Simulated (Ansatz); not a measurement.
Output of an Ansatz run (abridged):

```
WARN ansatz: RAYON_NUM_THREADS=1 ignored (pool sized by the plan → 1); use --threads N
Pseudopotentials: kind: paw
Pseudopotential: Mg, paw, valence charge 10
Pseudopotential: S, paw, valence charge 6
Crystal: 2 atoms, lattice volume = 35.469 Å³
Basis set: ecut = 420.4159175005146 eV, 725 PW (Γ)
Bands: 12, of which v1, the nominal top of the filled ones, is band 8 counted from 1 (7 counted from 0)
Symmetry: 8 space group operations
Space group: I4mm (ITA 107), of the structure as read, at distance tolerance 3.3e-5 Å
k-points: 59 of 512 (time reversal used)
PAW frozen core: Mg, regenerated for the run's functional, and the local potential with it
PAW frozen core: S, regenerated for the run's functional, and the local potential with it
Initial density: superposition of atomic densities (neutral atoms: chi_scale 0, normalization atom), corrected by the library's trained network
Initial wavefunctions: pseudopotential atomic-orbital guess
Eigensolver: davidson
Functional: x = slater, c = lda
SCF iter   1: F=—  HF=-2774.160828 eV  |F-HF|=—  |Δ(HF+E_count)|=         —  Δρ=6.69e-3  dr2=9.37e-3  ethr=1.77e-3  ⟨swp⟩=6.2  Hψ=4251  notcnv=0
all-band conjugate gradients solve this SCF's bands
preconditioner: auto → none
SCF iter   2: F=—  HF=-2774.154921 eV  |F-HF|=—  |Δ(HF+E_count)|=   5.91e-3  Δρ=2.56e-3  dr2=1.27e-3  ethr=5.86e-5  ⟨swp⟩=2.4  Hψ=1640  notcnv=0
SCF iter   3: F=—  HF=-2774.154321 eV  |F-HF|=—  |Δ(HF+E_count)|=   6.01e-4  Δρ=3.96e-4  dr2=2.91e-5  ethr=7.91e-6  ⟨swp⟩=2.0  Hψ=885  notcnv=0
SCF iter   4: F=—  HF=-2774.154311 eV  |F-HF|=—  |Δ(HF+E_count)|=   1.00e-5  Δρ=2.90e-5  dr2=3.48e-7  ethr=1.82e-7  ⟨swp⟩=2.1  Hψ=928  notcnv=0
iter 5 did not close the SCF: its close was put off for the readings that it lacked (scf_convergence_deferred on its scf_iter line)
SCF iter   5: F=-2774.154311 eV  HF=-2774.154311 eV  |F-HF|=2.79e-8  |Δ(HF+E_count)|=   1.02e-7  Δρ=9.41e-6  dr2=3.55e-8  ethr=2.18e-9  ⟨swp⟩=2.0  Hψ=925  notcnv=0
SCF iter   6: F=-2774.154311 eV  HF=-2774.154311 eV  |F-HF|=1.21e-10  |Δ(HF+E_count)|=   1.31e-8  Δρ=2.17e-6  dr2=7.50e-10  ethr=2.22e-10  ⟨swp⟩=2.3  Hψ=2345  notcnv=0
SCF 1 converged in 6 iterations: F = -2774.154311 eV  dr2 = 7.50e-10
SCF converged after 6 iterations
Free energy (F): -2774.154311 eV
Harris-Foulkes:  -2774.154311 eV  (|F-HF|=1.21e-10)
Internal energy: -2774.154311 eV  (E = F + TS)
E sigma→0 (E₀):  -2774.154311 eV
Fermi energy:    7.398144 eV
--- Per-component energies (eV) ---
  E_band       = -334.828023
  E_kinetic    = 185.447605
  E_local      = -1670.521896  (includes V_loc(G=0)·N_el)
  E_nonlocal   = 125.219695
  E_hartree    = 593.447105
  E_xc         = -126.490516
  E_vxc        = -127.045436  (∫ρ·V_xc dr)
  E_paw        = -840.409125  (= ΣΔE_a)
  E_vpaw       = -34.822559  (= ΣTr[D̂ρ^β])
  E_aug_tail   = 0.000002  (compensation charges beyond the density's cutoff)
  E_ewald      = -1041.150857
  E_core_change = 0.303677  (= ΣΔE_core)
  E_smearing   = -0.000000  (= −TS)
  E_closure    = -0.000000  (closes the sum)
  Σ components = -2774.154311   (vs F -2774.154311, Δ=0.00e0)
--- Forces (eV/Å), atoms counted from 1 ---
  atom   1  Mg     0.00000000     0.00000000    -0.12148797
  atom   2  S      0.00000000     0.00000000     0.12148906
  max |Σ_I F_I| component: 1.10e-6 eV/Å
--- Stress (GPa, compression-positive) ---
       -3.780269       0.000000       0.000000
        0.000000      -3.780269      -0.000000
        0.000000       0.000000      -3.491576
  P = ⅓ Tr σ = -3.6840 GPa (-36.840 kbar)
  The stress holds the Pulay correction. Without it, at fixed plane waves, as pw.x and ABINIT print it: P = -3.6931 GPa
--- Band table (eV; the first three rows and the last of 59) ---
  k-point 0: bands = ["-67.9183", "-35.3434", "-35.3434", "-35.3434", "-6.5077", "6.1008", "6.1051", "6.1051", "9.5308", "13.9055", "13.9055", "13.9100"]
  k-point 1: bands = ["-67.9183", "-35.3444", "-35.3435", "-35.3435", "-6.3556", "5.0305", "6.0022", "6.0048", "10.3559", "13.5817", "14.1460", "14.1501"]
  k-point 2: bands = ["-67.9182", "-35.3467", "-35.3439", "-35.3438", "-5.9436", "3.2639", "5.7837", "5.7862", "10.8441", "13.7363", "13.7377", "14.1905"]
  k-point 58: bands = ["-67.9179", "-35.3493", "-35.3458", "-35.3458", "-4.8263", "1.9006", "4.4184", "4.4184", "8.6517", "10.3711", "17.8215", "18.6647"]
```

The structure:

```xyz
2
Lattice="0.0000 2.6078 2.6078 2.6078 0.0000 2.6078 2.6078 2.6078 0.0000" Properties=species:S:1:pos:R:3 pbc="T T T"
Mg     0.0000     0.0000     0.0500
S      2.6078     2.6078     2.6078
```

Problem. Reconstruct the input of this run.

Solution. Other spellings and defaults could give the same log, and not every line can be read from it. The input that was run (DFT, LDA (PW92), plane waves, default PAW files made with PBE):

Ansatz 0.2 input:
```yaml
crystal:
  lattice:
    - [0.000000, 2.607800, 2.607800]
    - [2.607800, 0.000000, 2.607800]
    - [2.607800, 2.607800, 0.000000]
  atoms:
    - { symbol: Mg, position_ang: [-0.000000, -0.000000, 0.050002] }
    - { symbol: S, position_ang: [2.607800, 2.607800, 2.607800] }
basis:
  ecutwfc: 30.9 Ry
kpoints:
  mp_grid:
    grid: [8, 8, 8]
hamiltonian:
  xc: lda
  pseudopotentials:
    kind: paw
scf:
  occupations:
    method: fermi_dirac
    width: 0.0037 Ry
output:
  forces: true
  eigenvalues: true
  stress: true
```

The starting cell has typed, rounded lattice constants, without a prior relaxation at this level. Its lattice was rescaled by up to half a per cent. One atom was moved a little off its site on purpose. With a pressure of about -4 GPa the cell is away from its equilibrium volume at this level. Ansatz's pressure includes its estimate of the finite-basis (Pulay) stress.

Ansatz is an electronic-structure program.
